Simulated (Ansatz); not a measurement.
Consider SiO2 (space group P3_221, No. 154; a = 4.949 Å, c = 5.441 Å). Axes: x lies along a and z along c of the hexagonal cell.

Level of theory: PBEsol in Ansatz (plane waves to 420 eV, PAW, spin-orbit coupling left out).

Before the change:

The pressure comes out as 0.01 GPa.

It is then changed as follows: uniaxial strain ε_zz = +2.25 %, all other strain components held at zero; the atoms relax in the strained cell.

Question: How does this affect the energy relative to the base and pressure?

Answer: The energy grows by 1.8 meV/atom; the pressure (mean of the normal stresses, compression positive) decreases by 0.76 GPa (0.01 GPa → -0.75 GPa).

No phonon test of stability was made.

Ansatz is a first-principles code.
